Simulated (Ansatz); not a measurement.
The (21-30) face of wurtzite ZnO can be cut between different planes. Symmetric, stoichiometric slabs relaxed in the 1x1 cell (45.9 Å²): top plane O + Zn, 0.36 Å over the next in the ideal cut; top plane O + Zn, 0.72 Å over the next in the ideal cut.

Method: PBE (plane waves to 420 eV, PAW; Ansatz, a quantum-chemistry and plane-wave program).

Rank these by surface energy (lowest first), as PBE gives it.

the cut with an outer spacing of 0.36 Å (0.89 J/m²), the cut with an outer spacing of 0.72 Å (1.39 J/m²)
